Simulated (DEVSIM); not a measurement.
Structure: GaP/Si p-n heterojunction, at 300 K.

| layer (left to right) | material | thickness (μm) | Nd (cm⁻³) | Na (cm⁻³) | τn (s) | τp (s) |
|---|---|---|---|---|---|---|
| 1 | GaP | 1.50 | - | 2.1e17 | 1.4e-7 | 1.4e-7 |
| 2 | Si | 1.60 | 1.6e18 | - | 1.4e-7 | 1.4e-7 |

Left contact: ohmic. Right contact: ohmic. Voltage is applied to the left contact. Recombination: SRH at mid-gap. Mobility is μmin + (μ − μmin)/(1 + (N/Nref)^α).

This is a model device: material constants are rounded textbook-type values typed into the input, and sizes, dopings and lifetimes were drawn at random. Values at 300 K.

```csv
parameter,GaP,Si
gap (eV),2.26,1.124
affinity (eV),3.8,4.05
permittivity,11.1,11.7
Nc (cm⁻³),1.8e19,2.86e19
Nv (cm⁻³),1.9e19,3.1e19
μn (cm²/Vs),250,1417
μp (cm²/Vs),150,470
"μn,min",10,52
"μp,min",10,45
"Nref,n",4.4e18,9.7e16
"Nref,p",1e18,2.2e17
αn,0.8,0.68
αp,0.85,0.72
```

Simulated with DEVSIM: 1D drift-diffusion, Boltzmann statistics, complete ionisation; no tunnelling, impact ionisation, image-force lowering or self-heating. Band offsets follow the typed affinities; no thermionic-emission limit at abrupt steps, no polarisation charge.

Q: Give the dark forward current.

A: 
| V (V) | J (A/cm²) |
|---|---|
| 0.45 | 1.2e-14 |
| 0.50 | 5.7e-14 |
| 0.55 | 2.9e-13 |
| 0.60 | 1.6e-12 |
| 0.65 | 8.3e-12 |
| 0.70 | 4.5e-11 |
| 0.75 | 2.4e-10 |
| 0.80 | 1.3e-9 |
| 0.85 | 7.2e-9 |
| 0.90 | 3.9e-8 |
| 0.95 | 2.1e-7 |
| 1.00 | 1.1e-6 |
| 1.05 | 6.0e-6 |
| 1.10 | 3.2e-5 |
| 1.15 | 0.00017 |
| 1.20 | 0.00091 |
| 1.25 | 0.0048 |
| 1.30 | 0.025 |
| 1.35 | 0.13 |
| 1.40 | 0.67 |
| 1.45 | 3.3 |
| 1.50 | 16 |
| 1.55 | 70 |
| 1.60 | 240 |
